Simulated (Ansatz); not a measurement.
The parent structure is FeNi₃ in the Cu3Au type structure (space group Pm-3m, No. 221; a = 3.5449 Å; ferromagnetic; relaxed with 0.1 eV smearing).

Method: plane-wave PAW DFT at the PBE level (Ansatz, a program for electronic structure, 420 eV), no spin-orbit coupling.

Before the change:

The largest site moment is 2.90 μB and the pressure comes out as 0.0 GPa.

Modification: the cell is scaled by 0.9785 in all directions, atoms relaxed at fixed cell.

Q: Estimate the effect on the energy relative to the base.

A: The energy grows by 31 meV/atom.

Q: What does the calculation give for the largest site moment after the change?

A: The largest site moment falls by 0.09 μB (2.90 μB → 2.81 μB).

Q: Predict the new pressure.

A: The pressure goes from zero to 14.8 GPa.

Other magnetic orders, which the real material may have, were not ruled out. The cells carry an imposed strain or load. No phonon test of stability was made.
